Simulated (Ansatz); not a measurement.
An Ansatz (a program for electronic structure) input (r2SCAN (Ansatz), without spin-orbit coupling, earlier PAW set):

Ansatz 0.2 input:
```yaml
crystal:
  lattice:
    - [2.4291303929, 0, 0]
    - [0, 2.4291303929, 0]
    - [1.2145651965, -1.2145651965, 1.8113788071]
  atoms:
    - { symbol: C, position: [0.5, 0.5, 1] }
    - { symbol: C, position: [0.25, 0.25, 0.5] }
basis: { ecutwfc: 500, ecutrho_ratio: 4, xc_grid: 4, fft_grid_basis: typed }
kpoints: { mp_grid: { grid: [16, 16, 16] } }
hamiltonian:
  xc: r2scan
  dispersion: none
  pseudopotentials: { azcp: { folder: ./paw }, kind: paw }
scf: { occupations: { method: fermi_dirac, width: 0.05 } }
relax: { f_tol: 0.005, max_steps: 50, cell: { stress_tol: 0.01, fix: [a, b, gamma] } }
output: { forces: true, stress: true }
checkpoint: { write: state.ck, write_every: 1000 }
```

Q: Which symmetry and how many k-points will the program report, and about how many plane waves at Γ?

A: Space group I41/amd (ITA 141) with 16 operations, k-points 349 of 4096, and 267 plane waves at Γ.

Q: And the final pressure?

A: 32.23 GPa (compression positive).

The cells carry an imposed strain or load. Whether these cells are dynamically stable was not tested. The cell was made from C in the diamond structure (space group Fd-3m, No. 227) by this change: biaxial strain −3.51 %, plane normal [001], relaxed out of plane.
